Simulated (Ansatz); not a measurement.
Input:

```
LiNbO3
1.0
    2.57641     1.48749     4.53696
   -2.57641     1.48749     4.53696
    0.00000    -2.97498     4.53696
Li Nb O
2 2 6
Direct
  0.75000   0.75000   0.75000
  0.25000   0.25000   0.25000
  0.00000   0.00000   0.00000
  0.50000   0.50000   0.50000
  0.62540   0.87460   0.25000
  0.37460   0.12540   0.75000
  0.25000   0.62540   0.87460
  0.75000   0.37460   0.12540
  0.87460   0.25000   0.62540
  0.12540   0.75000   0.37460
```

No spin polarisation.

All numbers come from r2SCAN/PAW in Ansatz (an electronic-structure program), no spin-orbit coupling. Settings: 8×8×8 k-points, 0.05 eV Fermi–Dirac smearing.

Predict the band gap and smallest direct gap.

The band gap is 3.04 eV and the smallest direct gap comes out as 3.13 eV.

Load acts through the strain it causes; cell and atoms are relaxed under it. Stability against distortions was not tested. The cell was made from LiNbO$_{3}$ (space group R-3c, No. 167) by this change: pressure 3 GPa.
